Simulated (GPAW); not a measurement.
A self-consistent single point of Li3Au (P1, 4 atoms in the cell) with GPAW.

Level of theory: PBEsol, GPAW PAW datasets PBEsol (made by gpaw-setup) (plane waves; GPAW).

The change in words: lattice scaled by 0.98. Reference geometry:
```
Li3Au
1.0
   -2.02605     2.02605     3.80107
    2.02605    -2.02605     3.80107
    2.02605     2.02605    -3.80107
Li Au
3 1
Direct
  0.74565   0.25446   0.48761
  0.25162   0.74333   0.51199
  0.51140   0.48653   0.99109
  0.99133   0.01568   0.00931
```

Reference input (self-consistent single point, DFT PBEsol, plane waves, GPAW PAW datasets PBEsol (made by gpaw-setup)): mode = pw; ecut = 550 eV; xc = PBEsol; kpts = 7 7 8; mesh shift (steps) = 0 0 0; occupations.name = methfessel-paxton; occupations.width = 0.1 eV; occupations.order = 0; nbands = -8; convergence.density = 1e-05 e/electron; convergence.energy = 1e-05 eV/electron; symmetry.symmorphic = false. This run's input differs from it in these lines:

```diff
@@ -5,9 +5,9 @@
 atoms = Atoms(['Li', 'Li', 'Li', 'Au'],
-              cell=[[-2.026050, 2.026050, 3.801070],
-                    [2.026050, -2.026050, 3.801070],
-                    [2.026050, 2.026050, -3.801070]],
-              positions=[[-0.007233, 1.983086, 1.948041],
-                         [2.033536, 0.041119, 1.835746],
-                         [-0.068454, 0.032338, 3.827073],
-                         [0.068201, -0.030492, -0.008720]],
+              cell=[[-1.985529, 1.985529, 3.725049],
+                    [1.985529, -1.985529, 3.725049],
+                    [1.985529, 1.985529, -3.725049]],
+              positions=[[-0.007088, 1.943424, 1.909080],
+                         [1.992866, 0.040296, 1.799031],
+                         [-0.067085, 0.031691, 3.750532],
+                         [0.066837, -0.029882, -0.008545]],
               pbc=True)
```

Log, with long lists cut:

```
     iter     time        total  log10-change:
                         energy   eigst   dens
iter:   1 --:--:--   -13.651656
iter:   2 --:--:--   -12.752063   -1.81  -0.90
iter:   3 --:--:--   -11.232062   -0.76  -0.99
iter:   4 --:--:--   -11.215455   -1.85  -1.52
iter:   5 --:--:--   -11.241177   -2.09  -1.64
   [... 3 lines left out ...]
iter:   9 --:--:--   -11.193010   -3.60  -2.53
iter:  10 --:--:--   -11.192981   -4.67  -2.83
iter:  11 --:--:--   -11.193162   -4.63  -2.82
iter:  12 --:--:--   -11.193135   -4.66  -2.87
iter:  13 --:--:--   -11.193136c  -5.71  -3.77
iter:  14 --:--:--   -11.193137c  -6.19  -3.77
iter:  15 --:--:--   -11.193137c  -6.78  -3.81
iter:  16 --:--:--   -11.193137c  -7.85c -3.87
iter:  17 --:--:--   -11.193134c  -6.70  -3.88
iter:  18 --:--:--   -11.193135c  -7.17  -4.26
iter:  19 --:--:--   -11.193135c  -9.03c -4.41
iter:  20 --:--:--   -11.193135c  -8.90c -4.46
iter:  21 --:--:--   -11.193135c  -8.18c -4.55
iter:  22 --:--:--   -11.193135c  -8.92c -4.65
iter:  23 --:--:--   -11.193135c  -9.21c -4.72
iter:  24 --:--:--   -11.193135c  -9.32c -4.78
iter:  25 --:--:--   -11.193135c  -8.55c -4.85
iter:  26 --:--:--   -11.193135c -10.01c -5.74c
Converged after 26 iterations.

Dipole moment: (-1.192150, 0.744085, -0.103899) |e|*Ang

Energy contributions relative to reference atoms: (reference = -517058.763342)

Kinetic:         -7.426772
Potential:       +6.624117
External:        +0.000000
XC:             -10.570397
Entropy (-ST):   -0.005803
Local:           +0.182819
SIC:             +0.000000
--------------------------
Free energy:    -11.196037
Extrapolated:   -11.193135

Showing only first 2 kpts
 Kpt  Band  Eigenvalues  Occupancy
  0     5     -0.31568    2.00000
  0     6      6.25565    0.00000
  0     7      7.98317    0.00000
  0     8      8.03805    0.00000

  1     5     -0.40159    2.00000
  1     6      6.51989    0.00000
  1     7      6.89156    0.00000
  1     8      7.08426    0.00000

Fermi level: 3.74709

No gap
No difference between direct/indirect transitions
Energy (eV): -11.193135

Forces in eV/Ang:
  0 Li    0.07931    0.16911   -0.11549
  1 Li    0.01774   -0.18131    0.19224
  2 Li    0.19571   -0.10305   -0.08286
  3 Au   -0.29252    0.11513    0.00613

Stress tensor:
    -0.009927     0.000457     0.000964
     0.000457    -0.009850     0.001344
     0.000964     0.001344    -0.005573
Stress (GPa, Voigt): [-1.5904 -1.5782 -0.893   0.2153  0.1544  0.0732]
```

The run converged in 26 iterations. GPAW prints stress with tension positive. Against the reference run the free energy goes up by 1.0 meV/atom, the pressure goes from -0.92 to 1.35 GPa and the largest force goes from 0.240 to 0.314 eV/Å.

The starting cell comes from a database of computed structures (which also holds hypothetical and non-ambient phases and stackings), without a prior relaxation at this level. Its atoms were displaced at random from the sites of space group no. 139. For this run, on top of that: lattice scaled by 0.98.

Cost on one core of a shared machine: roughly 3 min.
